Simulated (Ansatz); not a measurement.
bcc Mo (1 1 1) on wurtzite GaN (0 0 1) (film strained to the substrate, started from cuts of the bulks and a machine-learned relaxation; slabs Ga42N42 and Mo40, which can lie off the formulas)

A periodic stack without vacuum, bcc Mo (1 1 1) on wurtzite GaN (0 0 1) (film strained to the substrate, started from cuts of the bulks and a machine-learned relaxation; slabs Ga42N42 and Mo40, which can lie off the formulas): substrate slab Ga42N42, film Mo40, surface cells [[-2, 1], [-1, -3]] and [[2, -2], [0, 2]], film strained by -4.8 and -4.8 %, outermost planes N/Ga and Mo/Mo as cut, which need not be the usual terminations and can put a slab off its formula.

The start was prepared with a machine-learned potential, and the result is one local minimum, with the in-plane cell held and forces under 0.04 eV/Å; the film can end far from its bulk form.

The numbers are results of PBE (plane waves to 420 eV, PAW; Ansatz, a first-principles code), not measurements. Spin–orbit coupling is left out; the runs are not spin-polarised; PBE gaps are too small against experiment. Its k-point mesh 4×4×1, Fermi–Dirac width 0.05 eV.

The interface area comes out as 62.8 Å², the period is 25.98 Å and the heights between the nearest atoms of the two slabs at the two interfaces is 1.68 and 1.56 Å. The Ga–Mo contacts across the interfaces within 1.22 times the sum of covalent radii comes out as 34, mean 2.97 Å and the Mo–N contacts across the interfaces within 1.22 times the sum of covalent radii is 13, mean 2.32 Å. The estimate of the barrier comes out as withheld, since the two interfaces are unlike.

```
CELL_PARAMETERS angstrom
      8.51528     0.00011     0.01569
     -4.25757     7.37386    -0.10183
      1.46728    -1.56303    26.00622
ATOMIC_POSITIONS crystal
  Ga 0.32980 0.67825 0.06005
  Ga 0.46352 0.36626 0.04918
  Ga 0.60051 0.08986 0.05591
  Ga 0.90498 0.50271 0.06005
  Ga 0.04756 0.23133 0.05596
  Ga 0.15377 0.92711 0.06019
  Ga 0.74219 0.78357 0.05559
  Ga 0.50596 0.62987 0.15711
  Ga 0.64627 0.34676 0.15753
  Ga 0.79163 0.06042 0.15614
  Ga 0.08082 0.48928 0.15867
  Ga 0.22270 0.20640 0.15753
  Ga 0.36368 0.92259 0.15866
  Ga 0.92995 0.77203 0.15869
  N  0.32060 0.67972 0.13489
  N  0.45967 0.38668 0.12855
  N  0.60183 0.10484 0.13260
  N  0.88919 0.52729 0.13500
  N  0.03409 0.24573 0.13263
  N  0.16806 0.95867 0.13506
  N  0.74286 0.81330 0.13230
  N  0.50438 0.60211 0.02455
  N  0.66727 0.32047 0.02456
  N  0.79749 0.03078 0.03944
  N  0.10721 0.46815 0.03493
  N  0.22251 0.15785 0.02461
  N  0.35910 0.90097 0.03511
  N  0.92678 0.71947 0.03448
  Ga 0.31231 0.70606 0.25869
  Ga 0.45347 0.42180 0.25922
  Ga 0.59699 0.13533 0.25852
  Ga 0.88148 0.56241 0.25874
  Ga 0.02440 0.27633 0.25852
  Ga 0.16718 0.99212 0.25871
  Ga 0.73686 0.84779 0.25852
  Ga 0.49588 0.68525 0.36250
  Ga 0.63682 0.39869 0.35931
  Ga 0.78123 0.11033 0.35916
  Ga 0.06969 0.54307 0.35902
  Ga 0.21193 0.25733 0.35933
  Ga 0.35310 0.96816 0.35905
  Ga 0.92233 0.82698 0.35912
  N  0.30946 0.72521 0.33471
  N  0.44988 0.44281 0.33505
  N  0.59281 0.15449 0.33461
  N  0.87795 0.58230 0.33476
  N  0.02069 0.29636 0.33462
  N  0.16354 0.01132 0.33477
  N  0.73195 0.86586 0.33459
  N  0.50190 0.65040 0.23305
  N  0.64366 0.36666 0.23371
  N  0.78767 0.07991 0.23297
  N  0.07463 0.50934 0.23443
  N  0.21809 0.22475 0.23370
  N  0.35929 0.93847 0.23442
  N  0.92938 0.79424 0.23443
  Ga 0.29944 0.76224 0.46454
  Ga 0.43964 0.46918 0.46477
  Ga 0.58859 0.18603 0.45765
  Ga 0.87006 0.61171 0.45762
  Ga 0.01418 0.33016 0.45756
  Ga 0.15765 0.04242 0.45707
  Ga 0.73308 0.90275 0.46486
  Ga 0.48572 0.73870 0.56816
  Ga 0.63967 0.45102 0.56521
  Ga 0.77187 0.17887 0.56537
  Ga 0.04604 0.58207 0.56470
  Ga 0.14819 0.27205 0.56322
  Ga 0.35984 0.07314 0.56315
  Ga 0.95009 0.86210 0.56338
  N  0.29624 0.78854 0.54443
  N  0.42972 0.48489 0.54500
  N  0.59117 0.21127 0.53123
  N  0.86631 0.62408 0.53122
  N  0.00462 0.34872 0.53111
  N  0.15427 0.06120 0.53093
  N  0.73451 0.92286 0.54499
  N  0.49205 0.70531 0.44111
  N  0.63007 0.41759 0.43496
  N  0.77796 0.12745 0.43484
  N  0.06809 0.56535 0.43475
  N  0.20881 0.27771 0.43503
  N  0.34965 0.98698 0.43481
  N  0.91785 0.84607 0.43491
  Mo 0.99798 0.27415 0.66725
  Mo 0.97182 0.77579 0.66731
  Mo 0.47295 0.24965 0.66695
  Mo 0.48190 0.76883 0.67557
  Mo 0.28234 0.86069 0.63315
  Mo 0.37406 0.45076 0.63333
  Mo 0.78824 0.95424 0.63290
  Mo 0.81682 0.42916 0.64817
  Mo 0.81327 0.95881 0.74564
  Mo 0.81142 0.45421 0.74572
  Mo 0.30602 0.94980 0.74514
  Mo 0.31373 0.45066 0.74524
  Mo 0.14742 0.60742 0.71135
  Mo 0.14643 0.10970 0.70556
  Mo 0.65019 0.61641 0.71153
  Mo 0.64190 0.10996 0.71129
  Mo 0.64220 0.63999 0.81942
  Mo 0.63945 0.13934 0.81941
  Mo 0.14067 0.63806 0.82013
  Mo 0.14121 0.13919 0.81849
  Mo 0.97638 0.29833 0.78404
  Mo 0.97789 0.79830 0.78404
  Mo 0.47515 0.29547 0.78398
  Mo 0.47418 0.79507 0.78614
  Mo 0.47000 0.32500 0.89451
  Mo 0.47495 0.82318 0.89408
  Mo 0.96482 0.32048 0.89353
  Mo 0.97397 0.83198 0.89369
  Mo 0.80660 0.98332 0.85779
  Mo 0.80308 0.48512 0.85955
  Mo 0.30931 0.98514 0.85965
  Mo 0.30401 0.47757 0.85969
  Mo 0.31399 0.00064 0.96457
  Mo 0.27855 0.49666 0.96439
  Mo 0.80112 0.01030 0.96413
  Mo 0.80884 0.53062 0.96361
  Mo 0.62905 0.66718 0.93444
  Mo 0.63822 0.17470 0.93427
  Mo 0.13657 0.66719 0.92850
  Mo 0.13831 0.16483 0.93490
```
